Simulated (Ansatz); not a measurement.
The reference is SrO in the rock salt structure (space group Fm-3m, No. 225; a = 5.195 Å).

(Cell as relaxed with PBE.)

Levels (all Ansatz, a quantum-chemistry and plane-wave program, PAW): PBE (420 eV, scalar-relativistic without spin-orbit coupling); PBEsol (420 eV, no SOC).

Each level relaxes its own structure.

```
base                      PBE    PBEsol
-------------------  --------  --------
volume per atom      17.52 Å³  16.80 Å³
lattice parameter a   5.195 Å   5.122 Å
band gap              3.33 eV   3.20 eV
```

It is then changed as follows: electrons 7.0×10^20 cm⁻³, on a uniform background at fixed cell.

| quantity | PBE | PBEsol |
|---|---|---|
| Fermi level relative to the doped band's edge (positive inside the band; to 0.05 eV) | +0.25 eV | +0.25 eV |
| valley order (the lowest conduction-band minima on the path, energy above the VBM, named in the base's zone) | X along ⟨100⟩ 3.32 eV; Γ 3.78 eV | X along ⟨100⟩ 3.19 eV; Γ 3.92 eV |

Both order the valleys alike; the two agree on the Fermi level from band edge. Neither level is exact; PBEsol is the comparison here, not a measurement.

Charged cell with a jellium background: band edges are those of the host's band count, energies are not comparable with the neutral cell, and many-body gap narrowing is missing. Whether these cells are dynamically stable was not tested.
